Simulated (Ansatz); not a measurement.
Worked example: self-consistent single point of NbH2 (I4mm, 3 atoms in the cell) in Ansatz (a first-principles code).

Method of the run: PBEsol, default PAW files made with PBE (plane waves; Ansatz).

The change in words: lattice scaled by 0.98; basis.ecutrho_ratio: default → 4. Reference geometry:
```xyz
3
Lattice="0.0000 2.2960 2.2960 2.2960 0.0000 2.2960 2.2960 2.2960 0.0000" Properties=species:S:1:pos:R:3 pbc="T T T"
Nb     0.0000     0.0000     0.0500
H      1.1480     1.1480     1.1480
H      3.4440     3.4440     3.4440
```

Reference input (self-consistent single point, DFT, PBEsol, plane waves, default PAW files made with PBE): basis.ecutwfc = 420 eV; kpoints.mp_grid.grid = 12 12 12; hamiltonian.xc = pbesol; hamiltonian.pseudopotentials = {kind: paw} (the program's default PAW files); scf.occupations.method = gaussian; scf.occupations.width = 0.1 eV. This run's input differs from it in these lines:

Ansatz 0.2 input:
```diff
@@ -2,11 +2,12 @@
   lattice:
-    - [0.00000000, 2.29598300, 2.29598300]
-    - [2.29598300, 0.00000000, 2.29598300]
-    - [2.29598300, 2.29598300, 0.00000000]
+    - [0.00000000, 2.25006300, 2.25006300]
+    - [2.25006300, 0.00000000, 2.25006300]
+    - [2.25006300, 2.25006300, 0.00000000]
   atoms:
-    - { symbol: Nb, position_ang: [0.00000000, 0.00000000, 0.05000192] }
-    - { symbol: H, position_ang: [1.14799150, 1.14799150, 1.14799150] }
-    - { symbol: H, position_ang: [3.44397450, 3.44397450, 3.44397450] }
+    - { symbol: Nb, position_ang: [0.00000000, 0.00000000, 0.04900187] }
+    - { symbol: H, position_ang: [1.12503150, 1.12503150, 1.12503150] }
+    - { symbol: H, position_ang: [3.37509450, 3.37509450, 3.37509450] }
 basis:
   ecutwfc: 420.0
+  ecutrho_ratio: 4
 kpoints:
```

Output (repeated stretches shortened):

```
SCF iter   1: F=—  HF=-4527.691736 eV  |F-HF|=—  |Δ(HF+E_count)|=         —  Δρ=7.69e-3  dr2=8.29e-3  ethr=1.77e-3  ⟨swp⟩=5.0  Hψ=10802  notcnv=0
all-band conjugate gradients solve this SCF's bands
preconditioner: auto → none
SCF iter   2: F=—  HF=-4527.690002 eV  |F-HF|=—  |Δ(HF+E_count)|=   1.73e-3  Δρ=4.13e-3  dr2=2.54e-3  ethr=5.53e-5  ⟨swp⟩=1.0  Hψ=3260  notcnv=0
SCF iter   3: F=—  HF=-4527.689258 eV  |F-HF|=—  |Δ(HF+E_count)|=   7.44e-4  Δρ=2.62e-4  dr2=1.25e-5  ethr=1.69e-5  ⟨swp⟩=2.0  Hψ=2165  notcnv=0
SCF iter   4: F=—  HF=-4527.689256 eV  |F-HF|=—  |Δ(HF+E_count)|=   1.43e-6  Δρ=1.20e-4  dr2=1.88e-6  ethr=8.31e-8  ⟨swp⟩=2.2  Hψ=2904  notcnv=0
iter 5 did not close the SCF: its close was put off for the readings that it lacked (scf_convergence_deferred on its scf_iter line)
SCF iter   5: F=-4527.689256 eV  HF=-4527.689256 eV  |F-HF|=8.50e-9  |Δ(HF+E_count)|=   1.96e-7  Δρ=2.67e-5  dr2=4.87e-8  ethr=1.25e-8  ⟨swp⟩=2.2  Hψ=2927  notcnv=0
SCF iter   6: F=-4527.689256 eV  HF=-4527.689256 eV  |F-HF|=2.29e-9  |Δ(HF+E_count)|=   1.29e-8  Δρ=7.76e-6  dr2=4.94e-9  ethr=3.25e-10  ⟨swp⟩=3.4  Hψ=6476  notcnv=0
SCF 1 converged in 6 iterations: F = -4527.689256 eV  dr2 = 4.94e-9
Free energy (F): -4527.689256 eV
Internal energy: -4527.683575 eV  (E = F + TS)
E sigma→0 (E₀):  -4527.686416 eV
Entropy (-TS):   -0.005681 eV (-1.894 meV/atom)
Fermi energy:    15.784658 eV
--- Forces (eV/Å), atoms counted from 1 ---
  atom   1  Nb     0.00000000     0.00000000    -0.46167325
  atom   2  H      0.00000000     0.00000000     0.23083496
  atom   3  H      0.00000000    -0.00000000     0.23083496
--- Stress (GPa, compression-positive) ---
        2.642131       0.000000       0.000000
        0.000000       2.642131       0.000000
        0.000000      -0.000000       2.367208
  P = ⅓ Tr σ = 2.5505 GPa (25.505 kbar)
  The stress holds the Pulay correction. Without it, at fixed plane waves, as pw.x and ABINIT print it: P = 2.3506 GPa
```

The run converged in 6 iterations. Against the reference run the free energy drops by 9.3 meV/atom, the pressure goes from -8.28 to 2.55 GPa and the largest force goes from 0.390 to 0.462 eV/Å.

The starting cell comes from a database of computed structures (which also holds hypothetical and non-ambient phases and stackings), without a prior relaxation at this level. Its lattice was rescaled by up to half a per cent. One atom was moved a little off its site on purpose. For this run, on top of that: lattice scaled by 0.98. Spin polarisation is off. Ansatz's pressure includes its estimate of the finite-basis (Pulay) stress.
